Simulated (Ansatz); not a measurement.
A relaxation of cell and atoms of BaCoSO (Cmcm, 8 atoms in the cell) with Ansatz (a quantum-chemistry and plane-wave program).

Method of the run: LDA (PW92)+U, default PAW files made with PBE (plane waves; Ansatz).

The change in words: atoms on their sites; basis.ecutwfc: 420 eV → 210 eV; relax: default → cell and atoms. Reference geometry:
```
BaCoSO
1.0
    2.02376    -6.47627     0.00000
    2.02376     6.47627     0.00000
    0.00000     0.00000     6.19808
Ba Co S O
2 2 2 2
Cartesian
  2.02376  -1.47167   1.59952
  2.02376   1.47167   4.64856
  2.02376  -5.25407   1.54952
  2.02376   5.25407   4.64856
  2.02376   2.46655   1.54952
  2.02376  -2.46655   4.64856
  0.00000   0.00000   3.09904
  0.00000   0.00000   0.00000
```
Moments meant for the start (each program seeds them in its own way; μB, in the order of the atoms Ba Ba Co Co S S O O): 0.0 0.0 3.0 3.0 0.0 0.0 0.0 0.0.

Reference input (self-consistent single point, DFT, LDA (PW92)+U, plane waves, default PAW files made with PBE): basis.ecutwfc = 420 eV; kpoints.mp_grid.grid = 3 3 2; hamiltonian.xc = lda; hamiltonian.pseudopotentials = {kind: paw} (the program's default PAW files); hamiltonian.hubbard.sites = [{species: Co, l: d, u_eff: 3.32}] eV; magnetization.spin_polarized = true; scf.occupations.method = gaussian; scf.occupations.width = 0.1 eV. This run's input differs from it in these lines:

Ansatz 0.2 input:
```diff
@@ -6,3 +6,3 @@
   atoms:
-    - { symbol: Ba, position: [0.613620, 0.386380, 0.258067] }
+    - { symbol: Ba, position: [0.613620, 0.386380, 0.250000] }
     - { symbol: Ba, position: [0.386380, 0.613620, 0.750000] }
@@ -15,3 +15,3 @@
 basis:
-  ecutwfc: 420.0 eV
+  ecutwfc: 210.0 eV
 kpoints:
@@ -26,2 +26,4 @@
   occupations: { method: gaussian, width: 0.1 eV }
+relax:
+  cell: {}
 output:
```

The program printed (abridged):

```
   [... SCF lines of the steps left out ...]
relax step   1: F+E_penalty+E_count = -24495.16686055 eV  Δ(F+E_penalty+E_count) = +0.000e0 eV  max|allowed force component| = 3.189e-1 eV/Å  Δτ_max = 0.0000 Å  P = -6.716 GPa  Ω = 162.469 Å³  (36 SCF iters, dr2 threshold 1.00e-7 eV, accepted)
relax step   2: F+E_penalty+E_count = -24509.04318037 eV  Δ(F+E_penalty+E_count) = -1.388e1 eV  max|allowed force component| = 3.929e-1 eV/Å  Δτ_max = 0.0808 Å  P = +51.069 GPa  Ω = 148.705 Å³  energy of the carried Pulay correction = +1.618e1 eV  [...]
   [... lines left out ...]
relax step 119: F+E_penalty+E_count = -24496.56735575 eV  Δ(F+E_penalty+E_count) = +3.011e-1 eV  max|allowed force component| = 5.051e-3 eV/Å  Δτ_max = 0.0000 Å  P = -0.399 GPa  Ω = 146.045 Å³  stress off target by 1.01e0 GPa  SCF on the basis [...]
relax step 120: F+E_penalty+E_count = -24496.65473528 eV  Δ(F+E_penalty+E_count) = -8.738e-2 eV  max|allowed force component| = 4.717e-3 eV/Å  Δτ_max = 0.0022 Å  P = -0.130 GPa  Ω = 145.974 Å³  energy of the carried Pulay correction = +8.694e-2 eV  [...]
Step failed. What follows is not a result of the run: it is the report of the last solve that finished, which converged after 12 SCF iterations.
Magnetization: 5.5947 μB (41.7974 up, 36.2026 down)
Absolute magnetization: 5.7089 μB (∫|ρ↑−ρ↓|, with the PAW one-centre terms)
Spin contamination: 0.0593 ħ² per cell (⟨S²⟩ above its minimum at these occupations)
   [... lines left out ...]
Free energy (F): -24496.654735 eV
Fermi energy:    9.355633 eV
Error: variable-cell relaxation did not converge after 120 `relax_step` rows, as none of its last 20 fresh-basis SCF(s) at a relaxed cell met both thresholds with a finite energy. The last misses `relax.cell.stress_tol`: largest allowed force component 5.05e-3 eV/Å (`relax.f_tol` 1.00e-2 eV/Å), stress off the target on the free part of the cell 1.01e0 GPa (`relax.cell.stress_tol` 5.00e-2 GPa), F+E_penalty+E_count -24496.56735575 eV. The closest is row 119, whose structure comes with this error. Larger ratio of force or stress to its threshold at each such SCF whose figures are numbers: 129.041, 106.046, 77.130, 68.712, 59.055, 56.201, 68.039, 65.857, 73.457, 68.168, 83.923, [...]
  cell:  # Å, volume = 146.0450 Å³
   [... lines left out ...]
    - [-8.259356320345286e-32, 4.246735873673419e-31, 5.997373175892939]
  atoms:
    - { symbol: Ba, position: [0.6105340278438506, 0.38946597215614964, 0.25000000000000006] }
    - { symbol: Ba, position: [0.38946597215614964, 0.6105340278438506, 0.7500000000000001] }
    - { symbol: Co, position: [0.9022189658096709, 0.09778103419032941, 0.25000000000000006] }
    - { symbol: Co, position: [0.09778103419032941, 0.9022189658096709, 0.7500000000000001] }
    - { symbol: S, position: [0.30848891275153456, 0.6915110872484657, 0.25000000000000006] }
    - { symbol: S, position: [0.6915110872484657, 0.30848891275153456, 0.7500000000000001] }
    - { symbol: O, position: [1.8964597401015182e-21, -1.8964597401012267e-21, 0.5000000000000001] }
    - { symbol: O, position: [1.8964597401015114e-21, -1.896459740101234e-21, -2.4051999590725213e-35] }
```

The relaxation ended unconverged. 

The starting cell comes from a database of computed structures (which also holds hypothetical and non-ambient phases and stackings), without a prior relaxation at this level. Its lattice was rescaled by up to half a per cent. The cutoff lies below the one recommended for these files.

These are the values that this program gave, and no reference: magnets with a U can end in a higher state.

Cost on one core of a shared machine: roughly 8 min.
